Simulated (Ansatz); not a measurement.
Worked example: self-consistent single point of the (001) slab of Sr(ZnSb)2 (cut from a parent of space group no. 164; 5 atoms in the cell) in Ansatz (a program for electronic structure).

Method of the run: LDA (PW92), default PAW files made with PBE (plane waves; Ansatz).

```yaml
crystal:
  lattice:
    - [4.49932, 0.00000, 0.00000]
    - [-2.24966, 3.89653, 0.00000]
    - [0.00000, 0.00000, 19.65089]
  atoms:
    - { symbol: Sr, position: [0.00000, 0.00000, 0.50000] }
    - { symbol: Zn, position: [0.66667, 0.33333, 0.64378] }
    - { symbol: Zn, position: [0.33333, 0.66667, 0.35622] }
    - { symbol: Sb, position: [0.33333, 0.66667, 0.60682] }
    - { symbol: Sb, position: [0.66667, 0.33333, 0.39318] }
```

Reference input (self-consistent single point, DFT, LDA (PW92), plane waves, default PAW files made with PBE): basis.ecutwfc = 420 eV; kpoints.mp_grid.grid = 8 8 1; hamiltonian.xc = lda; hamiltonian.pseudopotentials = {kind: paw} (the program's default PAW files); scf.occupations.method = fermi_dirac; scf.occupations.width = 0.1 eV. This run's input differs from it in these lines:

Ansatz 0.2 input:
```diff
@@ -15,3 +15,3 @@
   mp_grid:
-    grid: [8, 8, 1]
+    grid: [4, 4, 1]
 hamiltonian:
```

Log, with long lists cut:

```
SCF iter   1: F=—  HF=-22609.327608 eV  |F-HF|=—  |Δ(HF+E_count)|=         —  Δρ=3.64e-3  dr2=3.44e-2  ethr=1.77e-3  ⟨swp⟩=14.5  Hψ=997  notcnv=0
all-band conjugate gradients solve this SCF's bands
preconditioner: auto → LDOS
SCF iter   2: F=—  HF=-22609.334442 eV  |F-HF|=—  |Δ(HF+E_count)|=   6.83e-3  Δρ=1.79e-3  dr2=4.52e-2  ethr=5.37e-5  ⟨swp⟩=2.8  Hψ=346  notcnv=0
SCF iter   3: F=—  HF=-22609.328180 eV  |F-HF|=—  |Δ(HF+E_count)|=   6.26e-3  Δρ=1.29e-3  dr2=1.29e-2  ethr=5.37e-5  ⟨swp⟩=2.8  Hψ=300  notcnv=0
SCF iter   4: F=—  HF=-22609.325213 eV  |F-HF|=—  |Δ(HF+E_count)|=   2.97e-3  Δρ=2.01e-4  dr2=1.09e-3  ethr=2.02e-5  ⟨swp⟩=2.0  Hψ=220  notcnv=0
SCF iter   5: F=—  HF=-22609.325037 eV  |F-HF|=—  |Δ(HF+E_count)|=   1.76e-4  Δρ=1.08e-4  dr2=2.42e-5  ethr=1.71e-6  ⟨swp⟩=3.0  Hψ=280  notcnv=0
SCF iter   6: F=—  HF=-22609.325141 eV  |F-HF|=—  |Δ(HF+E_count)|=   1.04e-4  Δρ=1.13e-5  dr2=8.64e-7  ethr=3.78e-8  ⟨swp⟩=2.0  Hψ=264  notcnv=0
SCF iter   7: F=-22609.325141 eV  HF=-22609.325141 eV  |F-HF|=1.06e-8  |Δ(HF+E_count)|=   2.03e-8  Δρ=3.33e-6  dr2=3.62e-8  ethr=1.56e-10  ⟨swp⟩=9.8  Hψ=935  notcnv=0
SCF 1 converged in 7 iterations: F = -22609.325141 eV  dr2 = 3.62e-8
Free energy (F): -22609.325141 eV
Internal energy: -22609.300318 eV  (E = F + TS)
E sigma→0 (E₀):  -22609.312729 eV
Entropy (-TS):   -0.024823 eV (-4.965 meV/atom)
Fermi energy:    0.850470 eV
--- Forces (eV/Å), atoms counted from 1 ---
  atom   1  Sr     0.00000000    -0.00000000     0.00000000
  atom   2  Zn     0.00000000     0.00000000    -0.92591029
  atom   3  Zn     0.00000000    -0.00000000     0.92591029
  atom   4  Sb    -0.00000000    -0.00000000     0.68291408
  atom   5  Sb    -0.00000000     0.00000000    -0.68291408
--- Stress (GPa, compression-positive) ---
       -1.801402      -0.000000       0.000000
        0.000000      -1.801402      -0.000000
        0.000000       0.000000      -1.097191
  P = ⅓ Tr σ = -1.5667 GPa (-15.667 kbar)
  The stress holds the Pulay correction. Without it, at fixed plane waves, as pw.x and ABINIT print it: P = -1.5773 GPa
```

The run converged in 7 iterations. Against the reference run the free energy rises by 31.5 meV/atom, the largest force goes from 0.959 to 0.926 eV/Å and the gap on the mesh moves little (0.406 to 0.400 eV).

The starting cell comes from a database of computed structures (which also holds hypothetical and non-ambient phases and stackings), without a prior relaxation at this level. The slab is cut from that crystal, and its faces are unrelaxed. Its lattice was rescaled by up to half a per cent. Spin-orbit coupling is off.
